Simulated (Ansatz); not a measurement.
Take Ba$_{3}$P$_{2}$ (space group P-3m1, No. 164; a = 5.401 Å, c = 6.726 Å; a hypothetical phase, not in the database extracts checked) as the base.

The values are results of PBEsol in Ansatz (plane waves to 420 eV, PAW, spin-orbit coupling left out), not measurements.

Before the change:

| Property | Result |
|---|---|
| Valley order | K (1/3, 1/3, 0) 0.14 eV; Γ 0.77 eV |

It is then changed as follows: an isotropic linear strain of −0.78 %, atoms relaxed at fixed cell.

Question: How does this affect the mean gap deformation potential ΔEg/Δln V?

Answer: The mean gap deformation potential ΔEg/Δln V is +1.6 eV.

Question: Estimate the effect on the valley order.

Answer: The valley order (the lowest conduction-band minima on the path, energy above the VBM, named in the base's zone) becomes K (1/3, 1/3, 0) 0.10 eV; Γ 0.74 eV (base: K (1/3, 1/3, 0) 0.14 eV; Γ 0.77 eV).

No phonon test of stability was made. A zero or small gap of Ba3P2 can be the functional's error rather than a property of the material.

Ansatz is an electronic-structure program.
